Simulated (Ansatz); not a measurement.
The reference is SrTiO$_{3}$ in the cubic perovskite structure (space group Pm-3m, No. 221).

```yaml
crystal:
  lattice:
    - [3.93649, 0.00000, 0.00000]
    - [0.00000, 3.93649, 0.00000]
    - [0.00000, 0.00000, 3.93649]
  atoms:
    - { symbol: Sr, position: [0.00000, 0.00000, 0.00000] }
    - { symbol: Ti, position: [0.50000, 0.50000, 0.50000] }
    - { symbol: O, position: [0.00000, 0.50000, 0.50000] }
    - { symbol: O, position: [0.50000, 0.50000, 0.00000] }
    - { symbol: O, position: [0.50000, 0.00000, 0.50000] }
```

Levels (all Ansatz, a quantum-chemistry and plane-wave program, PAW, earlier PAW set): PBE (420 eV, spin-orbit coupling left out); HSE06 (420 eV, without spin-orbit coupling).

Its gap is 1.85 eV with PBE and 3.28 eV with HSE06.

Perturbation: an isotropic linear strain of +0.87 %, atoms relaxed at fixed cell.

With PBE the gap becomes 1.79 eV.

Question: If the HSE06 correction stayed the same, what would the HSE06 gap be, and what does the HSE06 run give?

Answer: A rigid correction of +1.43 eV gives 3.22 eV. The HSE06 run gives 3.21 eV, so the two effects roughly add.

Single points use the geometry relaxed with PBE. HSE06 was sampled on its mesh, a few special points and the semilocal edge points, so its gap is an upper bound. No phonon test of stability was made. The final runs are not spin-polarised. Many cubic perovskites are stable only at high temperature; tilts and polar distortions were not tested.
